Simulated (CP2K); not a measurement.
Worked example: self-consistent single point of ZrCu5 (P1, 6 atoms in the cell) in CP2K.

Method: PBEsol, GPW, DZVP-MOLOPT-SR-GTH basis, GTH-PBE potentials (GTH_POTENTIALS) in CP2K 2026.2.

```yaml
crystal:
  lattice:
    - [4.82465, 0.00000, 0.00000]
    - [2.41233, 4.17827, 0.00000]
    - [2.41233, 1.39276, 3.93931]
  atoms:
    - { symbol: Zr, position: [0.01972, 0.99637, 0.98865] }
    - { symbol: Cu, position: [0.74205, 0.74923, 0.74974] }
    - { symbol: Cu, position: [0.34411, 0.90222, 0.37304] }
    - { symbol: Cu, position: [0.39316, 0.37103, 0.38328] }
    - { symbol: Cu, position: [0.85256, 0.38853, 0.38503] }
    - { symbol: Cu, position: [0.39840, 0.34262, 0.87026] }
```

Reference input (self-consistent single point, DFT LDA (Pade form), GPW, DZVP-MOLOPT-SR-GTH basis, GTH-PADE potentials (GTH_POTENTIALS)): CUTOFF = 600 Ry; REL_CUTOFF = 40 Ry; SMEAR/METHOD = GAUSSIAN; SIGMA = 0.05 eV; KPOINTS/SCHEME = MONKHORST-PACK 4 4 4; GAMMA_CENTERED = T; XC_FUNCTIONAL = PADE; Zr/BASIS_SET = DZVP-MOLOPT-SR-GTH; Zr/POTENTIAL = GTH-PADE-q12; Cu/BASIS_SET = DZVP-MOLOPT-SR-GTH; Cu/POTENTIAL = GTH-PADE-q11; METHOD = GPW. This run's input differs from it in these lines:

```diff
@@ -44,3 +44,6 @@
     &XC
-      &XC_FUNCTIONAL PADE
+      &XC_FUNCTIONAL
+        &PBE
+          PARAMETRIZATION PBESOL
+        &END PBE
       &END XC_FUNCTIONAL
@@ -80,3 +83,3 @@
       BASIS_SET DZVP-MOLOPT-SR-GTH
-      POTENTIAL GTH-PADE-q12
+      POTENTIAL GTH-PBE-q12
     &END KIND
@@ -84,3 +87,3 @@
       BASIS_SET DZVP-MOLOPT-SR-GTH
-      POTENTIAL GTH-PADE-q11
+      POTENTIAL GTH-PBE-q11
     &END KIND
```

The program printed (abridged):

```
 SCF WAVEFUNCTION OPTIMIZATION

  Step     Update method      Time    Convergence         Total energy    Change
     1 NoMix/Diag. 0.20E+00      -     1.63310394      -287.4484446730 -2.87E+02
     2 Broy./Diag. 0.20E+00      -     0.27587972      -297.2471677956 -9.80E+00
     3 Broy./Diag. 0.20E+00      -     0.05050481      -289.9386858845  7.31E+00
     4 Broy./Diag. 0.20E+00      -     0.04394334      -288.1021950792  1.84E+00
     5 Broy./Diag. 0.20E+00      -     0.02391804      -287.1748099524  9.27E-01
     6 Broy./Diag. 0.20E+00      -     0.00428499      -287.0876027965  8.72E-02
   [... 6 lines left out ...]
    13 Broy./Diag. 0.20E+00      -     0.00000613      -287.1108479508  2.50E-04
    14 Broy./Diag. 0.20E+00      -     0.00000242      -287.1107296003  1.18E-04
    15 Broy./Diag. 0.20E+00      -     0.00000112      -287.1107419677 -1.24E-05
    16 Broy./Diag. 0.20E+00      -     0.00000030      -287.1107232459  1.87E-05
  *** SCF run converged in    16 steps ***

  Overlap energy of the core charge distribution:               0.00000117668787
  Self energy of the core charge distribution:               -408.44290866754170
  Core Hamiltonian energy:                                    127.54148782164724
  Hartree energy:                                              37.80779737858521
  Exchange-correlation energy:                                -44.01694162444355
  Smearing free energy correction:                             -0.00015933086561
  Fermi energy:                                                 0.29582103089632

  Total energy:                                              -287.11072324588594
  Total energy (extrapolated to sigma->0):                   -287.11064358045314

                     Mulliken Population Analysis

   [... lines left out ...]

 STRESS| Analytical stress tensor [bar]
 STRESS|                        x                   y                   z
 STRESS|      x        3.11750496970E+04   4.67542129902E+03   1.00107451855E+03
 STRESS|      y        4.67542129902E+03  -9.50805540824E+03  -2.22284665717E+03
 STRESS|      z        1.00107451855E+03  -2.22284665717E+03   3.82737438564E+04
 STRESS| 1/3 Trace                                             1.99802460484E+04
```

The run converged in 16 iterations. Against the reference run the pressure goes from -3.61 to 2.00 GPa and the largest force goes from 1.494 to 1.615 eV/Å.

The starting cell comes from a database of computed structures (which also holds hypothetical and non-ambient phases and stackings), without a prior relaxation at this level. Its atoms were displaced at random from the sites of space group no. 216. Spin polarisation is off. Values carry the incompleteness of an atom-centred basis. The potentials were made for another functional than the one used. Forces in this geometry exceed 1 eV/Å.

Cost on one core of a shared machine: roughly 3 min.
